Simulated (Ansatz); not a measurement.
```
CELL_PARAMETERS angstrom
      4.64814     0.00000     0.00000
     -2.32407     4.02541     0.00000
      0.00000     0.00000     7.43312
ATOMIC_POSITIONS crystal
  Cd 0.33333 0.66667 0.99774
  Cd 0.66667 0.33333 0.49774
  Te 0.33333 0.66667 0.37726
  Te 0.66667 0.33333 0.87726
```

These are PBEsol with spin-orbit coupling, rigid bands (plane waves, PAW; Ansatz, a quantum-chemistry and plane-wave program) values and carry that method's errors. Condition of this run: biaxial stress xx = yy = -1 GPa (compression positive) (the target of the relaxation). Geometry: cell and atoms relaxed with PBEsol, then loaded as said.

Q: What conductivity effective mass do dilute holes have at 300 K?

A: 0.88 (x), 0.88 (y), 0.47 (z) mₑ.

Q: And the band gap?

A: 0.38 eV at this level; semilocal functionals usually fall short of the measured gap.

Rigid bands, one relaxation time for all states, no polarons.
